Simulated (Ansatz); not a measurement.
Consider AlNi in the CsCl type structure (space group Pm-3m, No. 221; a = 2.863 Å; non-magnetic). Axes: x, y, z lie along the cube axes.

Method: r2SCAN, PAW, 500 eV (Ansatz, a first-principles code; spin-orbit coupling left out).

For the base:

```
Item                             Value
-----------------------------  -------
Shortest interatomic distance  2.480 Å
```

The change: a free-standing slab of 7 layers (14 atoms, 2 a layer) is cut normal to [110], with 15 Å of vacuum and the in-plane cell held at bulk.

**Question.** Estimate the effect on the change of the spacing d12 from its bulk value of 2.025 Å, excess energy per area of both faces, shortest interatomic distance and change of the spacing d23 from its bulk value of 2.025 Å.

**Answer.** The change of the spacing d12 from its bulk value of 2.025 Å is -0.5 %; the excess energy per area of both faces (slab less bulk energy over the cell's area: twice a surface energy) comes out as 3.5 J/m² (uncertain by up to 0.2 J/m²); the shortest interatomic distance decreases by 0.093 Å (2.480 Å → 2.387 Å); the change of the spacing d23 from its bulk value of 2.025 Å comes out as -0.6 %.

Slab and bulk use different k-meshes, which limits the precision of the excess energy. Stability against distortions was not tested. Seeded moments were not kept for the base. The final runs are not spin-polarised.
